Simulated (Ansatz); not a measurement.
**Effect of biaxial strain +2.08 %, plane normal [111], relaxed out of plane on HgS**

Base system: HgS in the zinc blende structure (space group F-43m, No. 216; a = 5.812 Å). Axes: x, y, z lie along the cube axes.

Now apply this change: tensile biaxial strain of 2.08 % in the plane normal to [111], as in epitaxy on a mismatched substrate; the out-of-plane cell vector and the atoms relax.

All numbers come from LDA in Ansatz (plane waves to 420 eV, PAW, no spin-orbit coupling). k-mesh 10×10×10 (Γ-centred); smearing 0.05 eV (Fermi–Dirac).

| quantity | base | changed | shift |
|---|---|---|---|
| volume per atom | 24.54 Å³ | 25.06 Å³ | +0.52 Å³ |
| space group | F-43m (No. 216) | R3m (No. 160) | – |
| shortest interatomic distance | 2.517 Å | 2.536 Å | +0.019 Å |
| energy relative to the base (free energy F) | 0 meV/atom | +6.8 meV/atom | +6.8 meV/atom |
| pressure (mean of the normal stresses, compression positive) | 0.0 GPa | -1.4 GPa | -1.4 GPa |
| band gap | zero | zero | – |
| valley order (the lowest conduction-band minima on the path, energy above the VBM, named in the base's zone) | – | Γ 0.02 eV; L along [111] 1.07 eV | – |
| out-of-plane strain (rough) | – | -2.00 % | – |
| mean in-plane stress (compression positive) (rough) | – | -2.2 GPa | – |

Without a gap, meshes like the base's 10×10×10 leave anisotropic stresses uncertain by several tenths of a GPa, and small strain energies with them. With Hg present, leaving out spin-orbit coupling can change the band edges. Stability against distortions was not tested. All final runs are without spin polarisation. Gaps under 0.05 eV, about the width of the smearing, are given as zero. A zero or small gap of HgS can be the functional's error rather than a property of the material.

Ansatz is an electronic-structure program.
